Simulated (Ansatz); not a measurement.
Electronic density of states of amorphous Cu₂₂Sn₃I₂₈, density 5.71 g/cm³, on a 2×2×2 Γ-centred mesh with a Gaussian width of 0.1 eV; energies count from the Fermi level. Cell and mesh are small, so fine structure isn't converged. Calculation: PBE-D3(BJ), scalar-relativistic without spin-orbit coupling (plane waves to 420 eV, PAW; Ansatz, a first-principles code). Sampling: a 2×2×2 Γ-centred mesh; Fermi-Dirac width 0.05 eV; no spin polarisation. The levels at the Fermi energy are partly filled. A closed spacing in one fast-quenched cell at PBE doesn't show the material to be a metal.

The cell was made by melting and quenching with the CHGNet potential and then relaxed with DFT. The hot cell started wider than the set density and was brought back towards it in steps. It is the lowest in DFT energy of 3 quenches. It is a model cell: composition and starting density were chosen by hand, and all elements were melted together. The geometry includes D3(BJ) dispersion. Its density started from a set value of 6.04 and ended at 5.71 g/cm³. The quench (nominally 76 K/ps over its main leg) was far faster than any real one, so the model tends to hold more defects than a real film. A cell of this size samples the disorder only roughly. Volume and shape were free in the relaxation.

(E - EF (eV), states/(eV atom)): (-12.00, 0.32); (-11.90, 0.05); (-11.80, 0.00); (-11.70, 0.00); (-11.60, 0.00); (-11.50, 0.00); (-11.40, 0.00); (-11.30, 0.00); (-11.20, 0.00); (-11.10, 0.00); (-11.00, 0.00); (-10.90, 0.00); (-10.80, 0.00); (-10.70, 0.00); (-10.60, 0.00); (-10.50, 0.00); (-10.40, 0.00); (-10.30, 0.00); (-10.20, 0.00); (-10.10, 0.00); (-10.00, 0.00); (-9.90, 0.00); (-9.80, 0.00); (-9.70, 0.00); (-9.60, 0.00); (-9.50, 0.00); (-9.40, 0.00); (-9.30, 0.00); (-9.20, 0.00); (-9.10, 0.00); (-9.00, 0.00); (-8.90, 0.00); (-8.80, 0.00); (-8.70, 0.00); (-8.60, 0.00); (-8.50, 0.00); (-8.40, 0.01); (-8.30, 0.09); (-8.20, 0.19); (-8.10, 0.08); (-8.00, 0.01); (-7.90, 0.05); (-7.80, 0.18); (-7.70, 0.12); (-7.60, 0.02); (-7.50, 0.02); (-7.40, 0.14); (-7.30, 0.18); (-7.20, 0.04); (-7.10, 0.00); (-7.00, 0.00); (-6.90, 0.00); (-6.80, 0.00); (-6.70, 0.00); (-6.60, 0.00); (-6.50, 0.00); (-6.40, 0.00); (-6.30, 0.00); (-6.20, 0.01); (-6.10, 0.06); (-6.00, 0.16); (-5.90, 0.12); (-5.80, 0.05); (-5.70, 0.13); (-5.60, 0.23); (-5.50, 0.24); (-5.40, 0.25); (-5.30, 0.30); (-5.20, 0.35); (-5.10, 0.43); (-5.00, 0.52); (-4.90, 0.57); (-4.80, 0.56); (-4.70, 0.52); (-4.60, 0.64); (-4.50, 0.69); (-4.40, 0.67); (-4.30, 0.73); (-4.20, 0.76); (-4.10, 0.90); (-4.00, 1.05); (-3.90, 1.16); (-3.80, 1.30); (-3.70, 1.39); (-3.60, 1.39); (-3.50, 1.39); (-3.40, 1.49); (-3.30, 1.51); (-3.20, 1.48); (-3.10, 1.43); (-3.00, 1.47); (-2.90, 1.57); (-2.80, 1.68); (-2.70, 1.78); (-2.60, 1.90); (-2.50, 2.10); (-2.40, 2.17); (-2.30, 2.08); (-2.20, 2.08); (-2.10, 2.21); (-2.00, 2.44); (-1.90, 2.56); (-1.80, 2.48); (-1.70, 2.32); (-1.60, 2.26); (-1.50, 1.99); (-1.40, 1.71); (-1.30, 1.63); (-1.20, 1.55); (-1.10, 1.52); (-1.00, 1.48); (-0.90, 1.39); (-0.80, 1.42); (-0.70, 1.44); (-0.60, 1.31); (-0.50, 1.20); (-0.40, 1.07); (-0.30, 0.82); (-0.20, 0.57); (-0.10, 0.42); (0.00, 0.35); (0.10, 0.27); (0.20, 0.22); (0.30, 0.08); (0.40, 0.04); (0.50, 0.11); (0.60, 0.13); (0.70, 0.08); (0.80, 0.02); (0.90, 0.02); (1.00, 0.12); (1.10, 0.17); (1.20, 0.07); (1.30, 0.09); (1.40, 0.19); (1.50, 0.16); (1.60, 0.17); (1.70, 0.17); (1.80, 0.19); (1.90, 0.20); (2.00, 0.21); (2.10, 0.21); (2.20, 0.22); (2.30, 0.25); (2.40, 0.22); (2.50, 0.24); (2.60, 0.21); (2.70, 0.13); (2.80, 0.15); (2.90, 0.23); (3.00, 0.32); (3.10, 0.36); (3.20, 0.39); (3.30, 0.43); (3.40, 0.46); (3.50, 0.48); (3.60, 0.51); (3.70, 0.51); (3.80, 0.44); (3.90, 0.49); (4.00, 0.52); (4.10, 0.53); (4.20, 0.50); (4.30, 0.46); (4.40, 0.51); (4.50, 0.53); (4.60, 0.47); (4.70, 0.47); (4.80, 0.57); (4.90, 0.59); (5.00, 0.56); (5.10, 0.53); (5.20, 0.57); (5.30, 0.60); (5.40, 0.64); (5.50, 0.64); (5.60, 0.70); (5.70, 0.65); (5.80, 0.66); (5.90, 0.71); (6.00, 0.65); (6.10, 0.64); (6.20, 0.66); (6.30, 0.70); (6.40, 0.75); (6.50, 0.70)
